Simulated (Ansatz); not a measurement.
The starting structures come from a database of crystals and need not be the phases stable at ambient conditions.

Here is the system:

```
CsTaGeS5
1.0
    7.48603     0.00000     0.00000
    3.67434     8.80451     0.00000
   -1.84671    -0.88808     6.75863
Cs Ta Ge S
2 2 2 10
Cartesian
  6.26513   5.51712   4.09106
  3.04853   2.39931   2.66756
 10.49236   8.55408   1.62038
 -1.17870  -0.63766   5.13825
  2.72953   4.65815   6.60446
  6.58413   3.25828   0.15416
  5.28567   8.62249   0.47331
  4.02799  -0.70606   6.28532
  8.61794   8.14206   2.96028
  0.69573  -0.22563   3.79835
  2.38279   5.67060   4.66852
  6.93087   2.24583   2.09011
  3.11906   6.07289   1.42472
  6.19460   1.84354   5.33391
  6.74881   5.51011   0.51940
  2.56486   2.40632   6.23923
```

Space group of this cell: P-1. The cell is taken as given; by r2SCAN its mean pressure is -1.0 GPa.

Transport runs along the normal of the first two printed cell vectors.

No gap correction and no spin-orbit coupling; mid-gap values are interpolated between computed energies.

### Question
Compute, with r2SCAN (Ansatz, a quantum-chemistry and plane-wave program), the band gap and the smallest decay constant κ at mid-gap.

### Answer
Gap 1.24 eV on a 6×4×6 mesh; κ = 0.139 1/Å, at the zone centre.
